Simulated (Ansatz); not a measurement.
We consider 1T (CdI2-type) CaI2, described by PBEsol (Ansatz, a first-principles code, plane waves, PAW).

Run with plane-wave cutoff 500 eV, 12×12×6 k mesh (along the axes of the cell as run), gaussian smearing 0.02 eV, scalar-relativistic PAW data made under PBE.

Computed at the level's own relaxed cell.

Question: Give the computed volume per atom, lattice constant a and lattice parameter c.

Answer: 
- volume per atom: 40.26 Å³/atom
- lattice constant a: 4.434 Å
- lattice parameter c: 7.092 Å

Note: the cell comes from a level without a dispersion term, which matters for the spacing of layers, chains or molecules; the cell has widely spaced layers and the level no dispersion term, so their spacing and the moduli can rest on weak binding.

Spin–orbit coupling is not included.

Static lattice: no zero-point or thermal effects.

The result took roughly 2.3 core-minutes.
